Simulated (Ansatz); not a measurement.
A computed series for MgS: pressure series

Take MgS in the rock salt structure (space group Fm-3m, No. 225; a = 5.182 Å) as the base.

Cell and atoms are relaxed at each pressure.

Level of theory: Ansatz (a program for electronic structure) PBEsol, without spin-orbit coupling.

Notes on the quantities. hole mass: degenerate bands, along [100].

| variant | shortest interatomic distance | band gap | hole mass |
|---|---|---|---|
| base | 2.591 Å | 2.73 eV | 0.25, 0.92, 0.92 mₑ (at Γ) |
| pressure −2 GPa | 2.614 Å | 2.67 eV | 0.24, 0.95, 0.95 mₑ (at Γ) |
| pressure −1 GPa | 2.602 Å | 2.70 eV | 0.24, 0.93, 0.93 mₑ (at Γ) |
| pressure 0.3 GPa | 2.588 Å | 2.73 eV | 0.25, 0.91, 0.91 mₑ (at Γ) |
| pressure 0.7 GPa | 2.583 Å | 2.74 eV | 0.25, 0.91, 0.91 mₑ (at Γ) |
| pressure 1.5 GPa | 2.575 Å | 2.76 eV | 0.25, 0.90, 0.90 mₑ (at Γ) |
| pressure 3 GPa | 2.560 Å | 2.80 eV | 0.25, 0.88, 0.88 mₑ (at Γ) |
| pressure 5 GPa | 2.542 Å | 2.84 eV | 0.26, 0.86, 0.86 mₑ (at Γ) |
| pressure 7.5 GPa | 2.522 Å | 2.88 eV | 0.26, 0.84, 0.84 mₑ (at Γ) |
| pressure 10 GPa | 2.503 Å | 2.92 eV | 0.27, 0.82, 0.82 mₑ (at Γ) |

Load acts through the strain it causes; cell and atoms are relaxed under it. Effective masses come from finite differences of ±0.01 Å⁻¹. Whether these cells are dynamically stable was not tested. Competing high-pressure phases were not computed. The base started in P3_121 and relaxed to Fm-3m at this level.
